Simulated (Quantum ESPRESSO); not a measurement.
Quantum ESPRESSO is run on ZrZn3 (P6_3/mmc, 8 atoms in the cell), and the run fails. The aim is a self-consistent single point with DFT, PBEsol, plane waves, PSlibrary PAW (PBE) pseudopotentials.

Cell that was meant: a = 5.8474 Å, b = 5.8474 Å, c = 4.3307 Å, α = 90.00°, β = 90.00°, γ = 120.00°.

Part of the input:

```fortran
/
&ELECTRONS
    conv_thr = 1.0d-10
    electron_maxstep = 5
    mixing_beta = 0.4
/
ATOMIC_SPECIES
```

Log, with long lists cut:

```
     Self-consistent Calculation

     iteration #  1     ecut=    55.00 Ry     beta= 0.40

     Threshold (ethr) on eigenvalues was too large:
     Diagonalizing with lowered threshold

     total energy              =   -2052.02435834 Ry
     estimated scf accuracy    <       0.07583122 Ry

     iteration #  2     ecut=    55.00 Ry     beta= 0.40

     total energy              =   -2052.02944709 Ry
     estimated scf accuracy    <       0.01175583 Ry

     iteration #  3     ecut=    55.00 Ry     beta= 0.40

     total energy              =   -2052.03197449 Ry
     estimated scf accuracy    <       0.00304305 Ry

     iteration #  4     ecut=    55.00 Ry     beta= 0.40

     total energy              =   -2052.03225801 Ry
     estimated scf accuracy    <       0.00052032 Ry

     iteration #  5     ecut=    55.00 Ry     beta= 0.40

     total energy              =   -2052.03234439 Ry
     estimated scf accuracy    <       0.00006333 Ry
     End of self-consistent calculation

     convergence NOT achieved after   5 iterations: stopping

   JOB DONE.
```

**Question.** What is wrong, and how is it fixed?

**Answer.** The fault is an iteration limit that is too low. The loop is cut before its threshold is met, so whatever is printed at the end is not self-consistent. To fix it, raise the limit, or leave it to the default. The run ended unconverged after 5 iterations.

The sound input it was made from differs as follows (other fixes are possible):
```diff
-    electron_maxstep = 5
```

With that input, the run converged in 12 iterations: free energy E − TS -27919.3225 eV; Fermi level (on the code's own zero) 12.85 eV; pressure -3.91 GPa; largest force (vector length) 0.025 eV/Å (DFT, PBEsol, plane waves, PSlibrary PAW (PBE) pseudopotentials).

On the sound input: the starting cell comes from a database of computed structures (which also holds hypothetical and non-ambient phases and stackings), without a prior relaxation at this level. With a pressure of about -4 GPa the cell is away from its equilibrium volume at this level. Without a gap this mesh is coarse (it stands for a supercell whose shortest vector is 17 Å).
